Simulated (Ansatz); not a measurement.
CoSi2: Co → Hg

Take CoSi2 (space group Fm-3m, No. 225; a = 5.360 Å; non-magnetic) as the base.

Perturbation: Hg takes the place of Co on all its sites, then cell and atoms are relaxed.

The values are results of PBE in Ansatz (plane waves to 420 eV, PAW, spin-orbit coupling left out), earlier PAW set, not measurements. k-mesh 13×13×13 (Γ-centred); smearing 0.05 eV (Fermi–Dirac), for the changed cell.

```
quantity                                  base          changed        shift
-----------------------------  ---------------  ---------------  -----------
volume per atom                       12.84 Å³         21.63 Å³    +8.797 Å³
density                             4.96 g/cm³       6.57 g/cm³  +1.61 g/cm³
lattice parameter a                    5.360 Å          6.379 Å     +1.019 Å
space group                    Fm-3m (No. 225)  Fm-3m (No. 225)            –
shortest interatomic distance          2.321 Å          2.762 Å     +0.441 Å
band gap                                  zero             zero            –
```

Cost of the whole job for the changed cell (relaxation, final SCF and bands): around 18 core-seconds (rough).

Whether these cells are dynamically stable was not tested. As relaxed here, HgSi2 is a hypothetical phase, not in the database extracts checked. Starting moments died away, wholly or in part, for the base; another magnetic solution may exist. All final runs are without spin polarisation. An odd electron count without spin: CoSi2.

Ansatz is a quantum-chemistry and plane-wave program.
